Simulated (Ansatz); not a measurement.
# Pressure series in BeS

The reference is BeS in the zinc blende structure (space group F-43m, No. 216; a = 4.876 Å).

Cell and atoms are relaxed at each pressure.

Method: DFT with PBE, PAW potentials and a 420 eV plane-wave cutoff in Ansatz (a quantum-chemistry and plane-wave program), spin-orbit coupling left out.

| pressure (GPa) | volume per atom (Å³/atom) |
|---|---|
| -2 | 14.819 |
| -1 | 14.650 |
| 0 | 14.491 |
| 0.3 | 14.445 |
| 1.5 | 14.266 |
| 3 | ? |
| 5 | 13.796 |
| 7.5 | 13.504 |
| 10 | 13.236 |

Fit the third-order Birch–Murnaghan form P(V) = (3B₀/2)[(V₀/V)^(7/3) − (V₀/V)^(5/3)]·[1 + (3/4)(B₀′ − 4)((V₀/V)^(2/3) − 1)] (squares taken in P) to the rows shown and predict the withheld row.

Least squares on the printed values gives V₀ = 14.491 Å³/atom, B₀ = 92.9 GPa, B₀′ = 3.8; this predicts 14.056 Å³/atom, and the run gives 14.056 Å³/atom, in agreement.

Load acts through the strain it causes; cell and atoms are relaxed under it. Stability against distortions was not tested. Competing high-pressure phases were not computed.
